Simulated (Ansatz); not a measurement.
Worked example: relaxation of cell and atoms of V3Pt (Pm-3n, 8 atoms in the cell) in Ansatz (a quantum-chemistry and plane-wave program).

Level of theory: PBEsol, default PAW files made with PBE (plane waves; Ansatz).

The change in words: atoms on their sites; basis.ecutwfc: 420 eV → 210 eV; relax: default → cell and atoms. Reference geometry:
```xyz
8
Lattice="4.7737 0.0000 0.0000 0.0000 4.7737 0.0000 0.0000 0.0000 4.7737" Properties=species:S:1:pos:R:3 pbc="T T T"
V      0.0000     3.5803     2.3869
V      0.0000     1.1934     2.3869
V      3.6303     2.3869     0.0000
V      1.1934     2.3869     0.0000
V      2.3869     0.0000     3.5803
V      2.3869     0.0000     1.1934
Pt     0.0000     0.0000     0.0000
Pt     2.3869     2.3869     2.3869
```

Reference input (self-consistent single point, DFT, PBEsol, plane waves, default PAW files made with PBE): basis.ecutwfc = 420 eV; kpoints.mp_grid.grid = 3 3 3; hamiltonian.xc = pbesol; hamiltonian.pseudopotentials = {kind: paw} (the program's default PAW files); scf.occupations.method = fermi_dirac; scf.occupations.width = 0.1 eV. This run's input differs from it in these lines:

Ansatz 0.2 input:
```diff
@@ -9,3 +9,3 @@
     - { symbol: V, position: [0.000000, 0.250000, 0.500000] }
-    - { symbol: V, position: [0.760474, 0.500000, 0.000000] }
+    - { symbol: V, position: [0.750000, 0.500000, 0.000000] }
     - { symbol: V, position: [0.250000, 0.500000, 0.000000] }
@@ -16,3 +16,3 @@
 basis:
-  ecutwfc: 420.0 eV
+  ecutwfc: 210.0 eV
 kpoints:
@@ -28,2 +28,4 @@
     width: 0.1 eV
+relax:
+  cell: {}
 output:
```

Output, abridged:

```
   [... SCF lines of the steps left out ...]
relax step   1: F+E_penalty+E_count = -42037.28435510 eV  Δ(F+E_penalty+E_count) = +0.000e0 eV  max|allowed force component| = 5.276e-18 eV/Å  Δτ_max = 0.0000 Å  P = -2.509 GPa  Ω = 108.786 Å³  (8 SCF iters, dr2 threshold 1.00e-7 eV, accepted)
relax step   2: F+E_penalty+E_count = -42040.58257218 eV  Δ(F+E_penalty+E_count) = -3.298e0 eV  max|allowed force component| = 1.908e-17 eV/Å  Δτ_max = 0.0000 Å  P = +18.939 GPa  Ω = 107.066 Å³  energy of the carried Pulay correction = +3.386e0 eV  [...]
   [... lines left out ...]
relax step 119: F+E_penalty+E_count = -42037.21816696 eV  Δ(F+E_penalty+E_count) = -1.043e-1 eV  max|allowed force component| = 9.920e-18 eV/Å  Δτ_max = 0.0000 Å  P = -0.013 GPa  Ω = 108.018 Å³  energy of the carried Pulay correction = +1.042e-1 eV  [...]
relax step 120: F+E_penalty+E_count = -42035.19955342 eV  Δ(F+E_penalty+E_count) = +2.019e0 eV  max|allowed force component| = 1.052e-17 eV/Å  Δτ_max = 0.0000 Å  P = +1.268 GPa  Ω = 108.018 Å³  stress off target by 1.27e0 GPa  SCF on the basis [...]
basis re-selected at this cell: Δ(F+E_penalty+E_count) = +2.019e0 eV, ΔP = +1.280 GPa vs the last step
   [... lines left out ...]
Free energy (F): -42035.199553 eV
Fermi energy:    19.125595 eV
Error: variable-cell relaxation did not converge after 120 `relax_step` rows, as none of its last 43 fresh-basis SCF(s) at a relaxed cell met both thresholds with a finite energy. The last misses `relax.cell.stress_tol`: largest allowed force component 1.05e-17 eV/Å (`relax.f_tol` 1.00e-2 eV/Å), stress off the target on the free part of the cell 1.27e0 GPa (`relax.cell.stress_tol` 5.00e-2 GPa), F+E_penalty+E_count -42035.19955342 eV. The closest is row 98, whose structure comes with this error. Larger ratio of force or stress to its threshold at each such SCF whose figures are numbers: 35.121, 25.984, 15.080, 27.871, 14.775, 12.312, 28.099, 13.349, 25.529, 15.410, 12.904, 27.615, [...]
   [... lines left out ...]
  cell:  # Å, volume = 108.0188 Å³
    - [4.762478848524836, -5.922435196693291e-32, -2.8226910747425425e-33]
    - [-5.922435196693291e-32, 4.762478848524836, 3.0754693799433673e-33]
    - [-2.8226910747425425e-33, 3.07747555696877e-33, 4.762478848524836]
  atoms:
    - { symbol: V, position: [-8.618188317687079e-35, 0.7500000000000001, 0.5] }
    - { symbol: V, position: [4.509026161147719e-34, 0.25, 0.5] }
    - { symbol: V, position: [0.7500000000000001, 0.5, 4.142973050939623e-34] }
    - { symbol: V, position: [0.25, 0.5, 1.3188667635844932e-34] }
    - { symbol: V, position: [0.5, -4.093491128254664e-34, 0.7500000000000001] }
    - { symbol: V, position: [0.5, -1.9085524627649229e-34, 0.25] }
    - { symbol: Pt, position: [-1.7283893747900532e-34, -9.016667721089425e-35, -1.239363259877851e-34] }
    - { symbol: Pt, position: [0.5, 0.5, 0.5] }
```

The relaxation ended unconverged.  The full log also holds: “iter 4 did not close the SCF: its close was put off for the readings that it lacked (scf_convergence_deferred on its scf_iter line)”. The full log also holds: “iter 5 did not close the SCF: its close was put off for the readings that it lacked (scf_convergence_deferred on its scf_iter line)”.

The starting cell comes from a database of computed structures (which also holds hypothetical and non-ambient phases and stackings), without a prior relaxation at this level. Its lattice was rescaled by up to half a per cent. The cutoff lies below the one recommended for these files.

Cost on one core of a shared machine: roughly 2 min.
